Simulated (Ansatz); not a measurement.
An Ansatz (a quantum-chemistry and plane-wave program) run: Nb with a change (isotropic strain −1.00 %); r2SCAN in Ansatz (plane waves to 500 eV, PAW, scalar-relativistic without spin-orbit coupling).

Input:

Ansatz 0.2 input:
```yaml
crystal:
  lattice:
    - [-1.6357119995, 1.6357119995, 1.6357119995]
    - [1.6357119995, -1.6357119995, 1.6357119995]
    - [1.6357119995, 1.6357119995, -1.6357119995]
  atoms:
    - { symbol: Nb, position: [0, 0, 0] }
basis: { ecutwfc: 500, ecutrho_ratio: 4, xc_grid: 4, fft_grid_basis: typed }
kpoints: { mp_grid: { grid: [28, 28, 28] } }
hamiltonian:
  xc: r2scan
  dispersion: none
  pseudopotentials: { kind: paw }
scf: { occupations: { method: fermi_dirac, width: 0.1 }, convergence: { dr2_threshold: 0.0000000001 } }
relax: { f_tol: 0.005, max_steps: 50 }
output: { forces: true, stress: true }
checkpoint: { write: state.ck, write_every: 1000 }
```

Output (explanatory and most iteration lines left out):

```
Relaxation: its limit of steps is 50 (relax.max_steps)
Pseudopotential: Nb, paw, valence charge 13
Crystal: 1 atoms, lattice volume = 17.506 Å³
Basis set: ecut = 500 eV, 429 PW (Γ), exchange–correlation on 96×96×96 points (64 copies of the dense FFT grid, shifted against one another)
Bands: 11, of which v1, the nominal top of the filled ones, is band 7 counted from 1 (6 counted from 0)
Symmetry: 48 space group operations
Space group: Im-3m (ITA 229), of the structure as read, at distance tolerance 2.6e-5 Å
k-points: 624 of 21952
Functional: x = r2scan, c = r2scan; τ floored in thin density (d = 2e-4 eV/Å³)
SCF iter   1: F=—  HF=-4563.645758 eV  |F-HF|=—  |Δ(HF+E_count)|=         —  Δρ=1.05e-2  dr2=1.49e-2  dr2_τ=1.02e-2  ethr=1.77e-3  ⟨swp⟩=5.0  Hψ=41915  notcnv=0
SCF iter   2: F=—  HF=-4563.643663 eV  |F-HF|=—  |Δ(HF+E_count)|=   2.09e-3  Δρ=3.54e-3  dr2=6.70e-4  dr2_τ=5.65e-4  ethr=1.14e-4  ⟨swp⟩=2.9  Hψ=16570  notcnv=0
SCF 1 converged in 7 iterations: F = -4563.644085 eV  dr2 = 4.55e-11
relax step   1: F+E_penalty+E_count = -4563.64408548 eV  Δ(F+E_penalty+E_count) = +0.000e0 eV  max|allowed force component| = 0.000e0 eV/Å  Δτ_max = 0.0000 Å  (7 SCF iters, accepted)
Crystal: 1 atoms, lattice volume = 17.506 Å³
SCF iter   1: F=—  HF=-4563.644085 eV  |F-HF|=—  |Δ(HF+E_count)|=         —  Δρ=7.42e-7  dr2=4.55e-11  dr2_τ=5.22e-12  ethr=1.00e-12  ⟨swp⟩=1.0  Hψ=42975  notcnv=0
SCF iter   2: F=-4563.644085 eV  HF=-4563.644085 eV  |F-HF|=9.09e-13  |Δ(HF+E_count)|=  3.64e-12  Δρ=3.29e-7  dr2=9.41e-12  dr2_τ=9.55e-13  ethr=1.00e-12  ⟨swp⟩=3.7  Hψ=18407  notcnv=0
SCF 2 converged in 2 iterations: F = -4563.644085 eV  dr2 = 9.41e-12
SCF converged after 2 iterations
Free energy (F): -4563.644085 eV
Internal energy: -4563.599270 eV  (E = F + TS)
E sigma→0 (E₀):  -4563.621678 eV
Entropy (-TS):   -0.044816 eV (-44.816 meV/atom)
Fermi energy:    18.348992 eV
--- Forces (eV/Å), atoms counted from 1 ---
  atom   1  Nb     0.00000000    -0.00000000     0.00000000
--- Stress (GPa, compression-positive) ---
        5.523877      -0.000000      -0.000000
       -0.000000       5.523877       0.000000
        0.000000      -0.000000       5.523877
  P = ⅓ Tr σ = 5.5239 GPa (55.239 kbar)
--- Relaxed structure (1 steps of the walk, 1 accepted, 0 SCFs on fresh bases) ---
  atoms:
    - { symbol: Nb, position: [0.0, 0.0, 0.0] }
```

Whether these cells are dynamically stable was not tested. All final runs are without spin polarisation. The cell was made from Nb in the bcc (W type) structure (space group Im-3m, No. 229) by this change: isotropic strain −1.00 %.
